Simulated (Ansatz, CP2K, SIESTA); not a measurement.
## Code comparison for Cl2 (Cmce, 4 atoms in the cell)

Band-structure calculation.

```
CELL_PARAMETERS angstrom
      3.26421    -2.05747     0.00000
      3.26421     2.05747     0.00000
      0.00000     0.00000     8.40240
ATOMIC_POSITIONS crystal
  Cl 0.88548 0.11452 0.60475
  Cl 0.11452 0.88548 0.39525
  Cl 0.61452 0.38548 0.10475
  Cl 0.38548 0.61452 0.89525
```

Shared settings, as Ansatz (a first-principles code) writes them: kpoints.mp_grid.grid = 9 9 4; scf.occupations.method = fermi_dirac; scf.occupations.width = 0.02 eV. Potentials and cutoffs stand in the table.

| code | model | gap along the path (eV) | smallest direct gap (eV) | cutoff |
|---|---|---|---|---|
| SIESTA | GGA PBE, numerical atomic orbitals TZP, PseudoDojo PBE standard norm-conserving potentials (rewritten from UPF to PSML) | 2.29 | 2.29 | grid 400 Ry |
| Ansatz | PBE, default PAW files | 2.26 | 2.26 | 420 eV |
| CP2K | PBE, GPW, DZVP-MOLOPT-SR-GTH basis, GTH-PBE potentials (GTH_POTENTIALS) | 2.16 | 2.16 | grid 400 Ry |

The spread over the programs that give each value: gap along the path within 0.13 eV; smallest direct gap within 0.13 eV.

SIESTA and CP2K use small atom-centred bases, whose incompleteness enters pressures, forces and empty levels differently from a plane-wave cutoff.

The starting cell comes from a database of computed structures (which also holds hypothetical and non-ambient phases and stackings), without a prior relaxation at this level.

Left out of this page: Quantum ESPRESSO (not drawn, or without a comparable value).

Keys are those of Ansatz 0.2.
